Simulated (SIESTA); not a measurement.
SIESTA run on Sb (R-3m, 2 atoms in the cell): self-consistent single point.

Method of the run: GGA PBEsol, numerical atomic orbitals DZP, PseudoDojo PBEsol standard norm-conserving potentials (rewritten from UPF to PSML) (SIESTA).

The change in words: lattice scaled by 0.98; kgrid.MonkhorstPack: 9 9 9 → 18 18 18. Reference geometry:
```
Sb
1.0
    3.97713    -2.16578     0.00000
    3.97713     2.16578     0.00000
    2.79774     0.00000     3.56101
Sb
2
Cartesian
  2.55805   0.00000   0.84721
  8.24140   0.00000   2.72951
```

Reference input (self-consistent single point, DFT, GGA PBEsol, numerical atomic orbitals DZP, PseudoDojo PBEsol standard norm-conserving potentials (rewritten from UPF to PSML)): XC.functional = GGA; XC.authors = PBEsol; potentials = PseudoDojo PBEsol standard; PAO.BasisSize = DZP; PAO.EnergyShift = 0.01 Ry; MeshCutoff = 300 Ry; kgrid.MonkhorstPack = 9 9 9; OccupationFunction = FD; ElectronicTemperature = 100 meV; MaxSCFIterations = 150; SCF.Mixer.Method = Broyden; SCF.Mixer.Weight = 0.1. This run's input differs from it in these lines:

```diff
@@ -11,5 +11,5 @@
 %block LatticeVectors
-     7.515682683   -4.092721598    0.000000000
-     7.515682683    4.092721598    0.000000000
-     5.286960478    0.000000000    6.729331737
+     7.365368197   -4.010868110    0.000000000
+     7.365368197    4.010868110    0.000000000
+     5.181220853    0.000000000    6.594745443
 %endblock LatticeVectors
@@ -17,4 +17,4 @@
 %block AtomicCoordinatesAndAtomicSpecies
-     4.834014175    0.000000000    1.601002231  1
-    15.573996759    0.000000000    5.158032777  1
+     4.737333397    0.000000000    1.568982267  1
+    15.262515230    0.000000000    5.054872382  1
 %endblock AtomicCoordinatesAndAtomicSpecies
@@ -27,5 +27,5 @@
 %block kgrid.MonkhorstPack
-    9   0   0  0.0
-    0   9   0  0.0
-    0   0   9  0.0
+   18   0   0  0.0
+    0  18   0  0.0
+    0   0  18  0.0
 %endblock kgrid.MonkhorstPack
```

Log, with long lists cut:

```
        iscf     Eharris(eV)        E_KS(eV)     FreeEng(eV)     dDmax    Ef(eV) dHmax(eV)
   scf:    1    -4938.325183    -4937.279840    -4937.294807  0.677556 -2.880505  2.748042
   scf:    2    -4937.380803    -4937.330955    -4937.345856  0.016621 -2.914356  2.372253
   scf:    3    -4937.560347    -4937.466754    -4937.481245  0.083419 -3.124869  0.112806
   scf:    4    -4937.468548    -4937.467671    -4937.482103  0.001552 -3.128978  0.079801
   scf:    5    -4937.470516    -4937.469434    -4937.483686  0.003609 -3.129180  0.007760
   [... 2 lines left out ...]
   scf:    8    -4937.469378    -4937.469397    -4937.483697  0.000251 -3.126194  0.001064
   scf:    9    -4937.469383    -4937.469390    -4937.483698  0.000077 -3.125781  0.000166
   scf:   10    -4937.469388    -4937.469389    -4937.483698  0.000011 -3.125729  0.000081
   scf:   11    -4937.469389    -4937.469389    -4937.483698  0.000002 -3.125726  0.000074
SCF Convergence by DM+H criterion
max |DM_out - DM_in|         :     0.0000023561
max |H_out - H_in|      (eV) :     0.0000744340
SCF cycle converged after 11 iterations

Using DM_out to compute the final energy and forces

siesta: E_KS(eV) =            -4937.4694

siesta: E_KS - E_eggbox =     -4937.4694

siesta: Atomic forces (eV/Ang):
     1    0.485282    0.000000    0.160721
     2   -0.484350    0.000000   -0.160412
   Tot    0.000932    0.000000    0.000308
   Max    0.485282
   Res    0.294861    sqrt( Sum f_i^2 / 3N )
   Max    0.485282    constrained

Stress tensor Voigt[x,y,z,yz,xz,xy] (kbar):      -25.89      -37.53      -36.25       -0.00        3.85        0.00
(Free)E + p*V (eV/cell)    -4936.2863
Target enthalpy (eV/cell)    -4937.4837

siesta: Program's energy decomposition (eV):
siesta: FreeEng =     -4937.483698

   [... lines left out ...]
siesta: Cell volume =         57.738337 Ang**3
siesta:          33.22556439         60.94177461  kBar
   [... lines left out ...]

              0.141   0.091
   2 15.000   1.541   0.142   0.706   0.722   0.849   0.194   0.186   0.127
              2.007   2.003   2.007   2.005   2.005   0.096   0.132   0.046

              0.141   0.091

mulliken: Qtot =       30.000

Mulliken Atomic Populations:
Atom #   charge [q] valence [e]  Species
     1     0.000063   14.999937  Sb
     2    -0.000063   15.000063  Sb
 Total    -0.000000
```

The run converged in 11 iterations. Against the reference run the free energy goes up by 16.5 meV/atom, the pressure goes from -0.84 to 3.32 GPa and the largest force goes from 0.160 to 0.511 eV/Å.

The starting cell has typed, rounded lattice constants, without a prior relaxation at this level. Its lattice was rescaled by up to half a per cent. One atom was moved a little off its site on purpose. For this run, on top of that: lattice scaled by 0.98. Values carry the incompleteness of an atom-centred basis. With a pressure of about 3 GPa the cell is away from its equilibrium volume at this level.

Cost on one core of a shared machine: roughly 2 min.
